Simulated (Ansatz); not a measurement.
Effect of tensor shear ε_xz = −0.98 % on hypothetical zinc blende TiP

Base system: TiP in the zinc blende structure (space group F-43m, No. 216; a = 5.540 Å; a hypothetical phase, not in the database extracts checked; relaxed with 0.1 eV smearing). Axes: x, y, z lie along the cube axes.

Perturbation: a pure shear with ε_xz = ε_zx = -0.0098, atoms relaxed at fixed cell.

Level of theory: r2SCAN (Ansatz, an electronic-structure program; PAW; 500 eV plane waves; no SOC). Γ-centred 18×18×18 mesh, Fermi–Dirac width 0.1 eV.

```tsv
quantity	base	changed	shift
volume per atom	21.26 Å³	21.25 Å³	-0.002 Å³
shortest interatomic distance	2.399 Å	2.397 Å	-0.002 Å
energy relative to the base (free energy F)	0 meV/atom	+0.2 meV/atom	+0.2 meV/atom
pressure (mean of the normal stresses, compression positive)	0.0 GPa	0.0 GPa	0.0 GPa
band gap	zero	zero	–
largest internal atomic displacement	–	0.012 Å	–
stress (xx, yy, zz, yz, xz, xy; compression positive)	–	(0.0, 0.0, 0.0, 0.0, 0.2, 0.0) GPa	–
```

Cost of the whole job for the changed cell (relaxation, final SCF and bands): around 4 core-minutes (rough).

The cells carry an imposed strain or load. Whether these cells are dynamically stable was not tested. All final runs are without spin polarisation. An odd electron count without spin: TiP. TiP has a high density of states at the Fermi level and may be magnetic at this level.
